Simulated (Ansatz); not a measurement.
Structures of equal composition on the (111)A surface of zinc-blende AlP (Al plane on top): 2x2 O adatom at H3; 2x2 O adatom at T4. The slabs share one bottom face, and each structure is named by its start. These are constructed structures in small cells; real faces may alloy, dewet or reconstruct in larger ones, and not all known structures of the face are among them. Slabs of about 17 Å with all that they carry, Fermi-Dirac smearing of 0.025 eV. Bottom of the slabs: H caps. Relaxed from the named starts with such symmetry as they have, on meshes of like density; energies extrapolated to zero smearing; no spin-orbit coupling, no U. Spin-polarised runs, if any, are marked in brackets, and their order is one that fits the cell; the others ran without spin. Where a second, spin-polarised start was run, the lower counts.

Host crystal: zinc-blende AlP, with a band gap (PBE, scalar-relativistic without spin-orbit coupling).

Calculation: PBE (plane waves to 420 eV, PAW; Ansatz, an electronic-structure program).

Q: Order them by energy per 1x1 cell (lowest first) at the level PBE.

A: 2x2 O adatom at H3 (0.000 eV (3 Al–O bonds formed) [spin, 1.0 μB a cell], gap 0.80 eV on the mesh), 2x2 O adatom at T4 (0.233 eV (3 Al–O bonds formed; 1 O–P bonds broke) [spin, 0.6 μB a cell], no gap over 0.04 eV on the mesh)
